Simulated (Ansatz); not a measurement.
By PBEsol, the system below comes out a metal.

The ballistic (Sharvin) conductance counts the channels at the Fermi level: G/A = (e²/h) × channels of both spins per area.

Data:

```
Pd
1.0
    2.76995     0.00000     0.00000
    0.00000     3.91730     0.00000
    1.38497     1.95865     1.38497
Pd
1
Direct
  0.00000   0.00000   0.00000
```

The cell is taken as given; by PBEsol it stands under a pressure of -6.0 GPa.

The current flows along the normal of the first two printed cell vectors, the (110) plane of the conventional cell. No spin-orbit coupling; the value is a mean over 0.1 eV about the Fermi level.

### Question
Compute, with Ansatz (a quantum-chemistry and plane-wave program) with PBEsol, the ballistic conductance per area.

### Answer
1.7 × 10¹⁵ S/m² for both spins.
